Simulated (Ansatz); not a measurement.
## MoS2 in the 2H-MoS2 type structure (space group P6_3/mmc, No. 194; layered, stacked along the Cartesian z axis)

```cif
data_Mo2S4
_chemical_formula_sum 'Mo2 S4'
_space_group_name_H-M_alt 'P63/mmc'
_space_group_IT_number 194
_space_group_name_Hall '-P 6c 2c'
_cell_length_a 3.14937
_cell_length_b 3.14937
_cell_length_c 12.09029
_cell_angle_alpha 90.000
_cell_angle_beta 90.000
_cell_angle_gamma 120.000
loop_
_atom_site_label
_atom_site_type_symbol
_atom_site_symmetry_multiplicity
_atom_site_Wyckoff_symbol
_atom_site_fract_x
_atom_site_fract_y
_atom_site_fract_z
_atom_site_occupancy
Mo1 Mo 2 c 0.33333 0.66667 0.25000 1
S1 S 4 f 0.66667 0.33333 0.12049 1
```

Calculations: DFT with PBE-D3(BJ), PAW potentials and a 420 eV plane-wave cutoff in Ansatz (a quantum-chemistry and plane-wave program), no spin-orbit coupling. Settings: 12×12×3 k-points, 0.05 eV Fermi–Dirac smearing.

```json
{
 "volume_per_atom": "17.31 Å³",
 "density": "5.12 g/cm³",
 "band_gap": "0.78 eV, indirect, Γ → K–Γ (44 % along)",
 "hole_mass": "1.0 mₑ along c, 0.61 mₑ across",
 "total_energy": "-2254.683 eV/atom (σ→0; compares only within this code and set-up)"
}
```

Masses are band curvatures over ±0.01 Å⁻¹ around the edge. Whether these cells are dynamically stable was not tested.
